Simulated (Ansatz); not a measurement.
# Effective masses and thermopower of ZnS under load (space group R3m)

Data:

```
CELL_PARAMETERS angstrom
     -0.03708     2.65233     2.65233
      2.65233    -0.03708     2.65233
      2.65233     2.65233    -0.03708
ATOMIC_POSITIONS crystal
  Zn 0.99866 0.99866 0.99866
  S  0.25134 0.25134 0.25134
```

The numbers are results of PBEsol with spin-orbit coupling, rigid bands (plane waves, PAW; Ansatz, an electronic-structure program), not measurements. Condition of this run: uniaxial stress along [111] of 2 GPa (compression positive) (the target of the relaxation). How the cell was made: cell and atoms relaxed with PBEsol, then loaded as said.

band gap: 2.03 eV
electron conductivity mass (300 K, dilute): 0.181 mₑ
hole conductivity mass (300 K, dilute): 0.61 mₑ
effective density of states N_c (300 K): 1.8e18 cm⁻³
effective density of states N_v (300 K): 2.0e19 cm⁻³
density-of-states mass, electrons: 0.175 mₑ
density-of-states mass, holes: 0.86 mₑ
Seebeck coefficient, n-type 1e19 cm⁻³, 300 K: -105 μV/K
Seebeck coefficient, p-type 1e19 cm⁻³, 300 K: 312 μV/K

Rigid bands; masses and Seebeck coefficients take one relaxation time τ for all states and one kind of carrier; polarons and phonon drag are left out.
